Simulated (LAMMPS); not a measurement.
Molecular dynamics of a melt made from CdTe (zinc blende), 4096 atoms, at 1760 K and 5 GPa, brought to that temperature within a few picoseconds.

Computed with classical MD, pair style sw, file CdTe.sw (LAMMPS).

### Question
Predict the state found, the self-diffusion coefficient of Te (not corrected for cell size), the volume per atom, the density.

### Answer
state found: liquid; self-diffusion coefficient of Te (not corrected for cell size): (9.6 ± 0.2) × 10^-5 cm²/s; volume per atom: 32.335 ± 0.006 Å³/atom; density: 6.163 ± 0.001 g/cm³.

Caution: a run this short can hold a crystal over, or a liquid under, the potential's own melting point, which these runs don't give. Caution: the real compound melts congruently only under the pressure of its own vapour and loses its more volatile element when open.
